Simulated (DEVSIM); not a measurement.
System: abrupt In0.53Ga0.47As p-n junction, at 250 K.

| layer (left to right) | material | thickness (μm) | Nd (cm⁻³) | Na (cm⁻³) | τn (s) | τp (s) |
|---|---|---|---|---|---|---|
| 1 | In0.53Ga0.47As | 0.300 | - | 1.9e16 | 1.1e-9 | 1.1e-9 |
| 2 | In0.53Ga0.47As | 1.10 | 7.1e14 | - | 1.1e-9 | 3.3e-9 |

Left contact: ohmic. Right contact: ohmic. Voltage is applied to the left contact. Recombination: SRH at mid-gap, Auger. Mobility is μmin + (μ − μmin)/(1 + (N/Nref)^α).

The device is made up for the run: typed textbook-type constants, with dimensions and the other settings drawn at random. Values at 300 K; Nc and Nv go as T^1.5, mobilities as T to minus their exponent, the gap by Varshni's rule with the affinity fixed.

```csv
parameter,In0.53Ga0.47As
gap (eV),0.74
affinity (eV),4.51
permittivity,13.9
Nc (cm⁻³),2.1e17
Nv (cm⁻³),7.7e18
μn (cm²/Vs),12000
μp (cm²/Vs),300
"μn,min",300
"μp,min",10
"Nref,n",1.3e17
"Nref,p",4.9e17
αn,0.48
αp,0.4
T exponent of μn,1.6
T exponent of μp,1.6
Cn (cm⁶/s),5e-29
Cp (cm⁶/s),5e-29
Varshni α (eV/K),0.00035
Varshni β (K),190
```

Model (solved in DEVSIM): 1D drift-diffusion, Boltzmann statistics, complete ionisation; no tunnelling, impact ionisation, image-force lowering or self-heating.

Problem. Tabulate band edges, carrier densities and field at zero bias.

Solution. Energies count from the Fermi level of the right contact; mesh points crowd at the junctions.

| x (μm) | Ec (eV) | Ev (eV) | n (cm⁻³) | p (cm⁻³) | field (V/cm) |
|---|---|---|---|---|---|
| 0.000 | 0.631 | -0.123 | 30000 | 1.9e16 | ≈ 0 |
| 0.01458 | 0.631 | -0.123 | 30000 | 1.9e16 | ≈ 0 |
| 0.03435 | 0.631 | -0.123 | 30000 | 1.9e16 | ≈ 0 |
| 0.06631 | 0.631 | -0.123 | 30000 | 1.9e16 | ≈ 0 |
| 0.1354 | 0.631 | -0.124 | 31000 | 1.9e16 | -67 |
| 0.1973 | 0.630 | -0.125 | 33000 | 1.8e16 | -540 |
| 0.2385 | 0.625 | -0.130 | 40000 | 1.4e16 | -2000 |
| 0.2765 | 0.611 | -0.144 | 77000 | 7.4e15 | -5900 |
| 0.2941 | 0.598 | -0.157 | 140000 | 4.1e15 | -9000 |
| 0.3054 | 0.587 | -0.168 | 240000 | 2.4e15 | -9900 |
| 0.3236 | 0.569 | -0.185 | 530000 | 1.1e15 | -9300 |
| 0.3659 | 0.532 | -0.223 | 3100000 | 1.9e14 | -8600 |
| 0.4203 | 0.486 | -0.268 | 2.5e7 | 2.3e13 | -8100 |
| 0.4982 | 0.426 | -0.328 | 4.0e8 | 1.4e12 | -7300 |
| 0.6917 | 0.302 | -0.453 | 1.3e11 | 4.4e9 | -5500 |
| 0.9135 | 0.201 | -0.553 | 1.4e13 | 4.1e7 | -3500 |
| 1.092 | 0.153 | -0.602 | 1.3e14 | 4300000 | -2000 |
| 1.216 | 0.133 | -0.621 | 3.3e14 | 1700000 | -1200 |
| 1.313 | 0.123 | -0.631 | 5.2e14 | 1100000 | -850 |
| 1.355 | 0.120 | -0.635 | 6.1e14 | 950000 | -770 |
| 1.380 | 0.118 | -0.636 | 6.6e14 | 870000 | -740 |
| 1.400 | 0.117 | -0.638 | 7.1e14 | 810000 | -740 |
